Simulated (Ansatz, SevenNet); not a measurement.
**How the equilibrium volume per atom of rutile IrO2 moves with the method**

No measured value is used here.

```
level (code)         value (Å³/atom)
-------------------  ---------------
SevenNet-l3i5                  10.98
LDA (Ansatz)                   10.28
PBE (Ansatz)                   10.87
PBEsol (Ansatz)                10.51
PBEsol+SOC (Ansatz)            10.57
PBE-D3(BJ) (Ansatz)            10.72
PBE-D4 (Ansatz)                10.70
rVV10 (Ansatz)                 11.09
HSE06 (Ansatz)                 10.45
```

The crystal itself was run without spin with LDA, PBE, PBEsol, PBE-D3(BJ), PBE-D4, rVV10, HSE06; a magnetic state was not tried in these runs. Density-functional levels without +SOC have no spin–orbit coupling. PBE-D3(BJ), PBE-D4, rVV10, HSE06: the run has no spin polarisation, so it can have missed a magnetic state. HSE06: exact exchange on metals is sensitive to the k mesh and can open a false gap. Cutoffs and k meshes differ between the levels. Ansatz's density-functional and Hartree–Fock values are scalar-relativistic unless marked +SOC, with PAW data made under PBE.

Machine-learned potentials (SevenNet-l3i5) are trained on DFT data: a solid inside that data is no test of them.

Ansatz is a program for electronic structure.
